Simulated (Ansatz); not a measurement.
Response to strain in Pt

Consider Pt in the fcc (Cu type) structure (space group Fm-3m, No. 225; a = 3.9721 Å; relaxed with 0.1 eV smearing).

Strains are applied to the cell and any free atomic positions relax.

Method: PBE/PAW in Ansatz (a quantum-chemistry and plane-wave program), spin-orbit coupling left out.

Notes on the quantities. energy relative to the base: free energy F.

```json
[
 {"change": "base", "pressure": "0.0 GPa", "shortest interatomic distance": "280.9 pm", "energy relative to the base": "0 meV/atom"},
 {"change": "isotropic strain −3.00 %", "pressure": "28.8 GPa", "shortest interatomic distance": "272.4 pm", "energy relative to the base": "+112 meV/atom"},
 {"change": "isotropic strain −2.50 %", "pressure": "23.0 GPa", "shortest interatomic distance": "273.8 pm", "energy relative to the base": "+76 meV/atom"},
 {"change": "isotropic strain −2.00 %", "pressure": "17.6 GPa", "shortest interatomic distance": "275.2 pm", "energy relative to the base": "+47 meV/atom"},
 {"change": "isotropic strain −1.50 %", "pressure": "12.6 GPa", "shortest interatomic distance": "276.7 pm", "energy relative to the base": "+26 meV/atom"},
 {"change": "isotropic strain −0.50 %", "pressure": "3.9 GPa", "shortest interatomic distance": "279.5 pm", "energy relative to the base": "+2.8 meV/atom"},
 {"change": "isotropic strain +0.50 %", "pressure": "-3.5 GPa", "shortest interatomic distance": "282.3 pm", "energy relative to the base": "+2.7 meV/atom"},
 {"change": "isotropic strain +1.00 %", "pressure": "-6.8 GPa", "shortest interatomic distance": "283.7 pm", "energy relative to the base": "+10 meV/atom"},
 {"change": "isotropic strain +2.00 %", "pressure": "[?]", "shortest interatomic distance": "286.5 pm", "energy relative to the base": "[?]"},
 {"change": "isotropic strain +3.00 %", "pressure": "-17.1 GPa", "shortest interatomic distance": "289.3 pm", "energy relative to the base": "+85 meV/atom"}
]
```

Q: Complete the table.

A: 
- isotropic strain +2.00 %, pressure: -12.4 GPa
- isotropic strain +2.00 %, energy relative to the base: +40 meV/atom

Whether these cells are dynamically stable was not tested. All final runs are without spin polarisation. Pt lies near a magnetic instability that expansion can trigger; it was not tested.
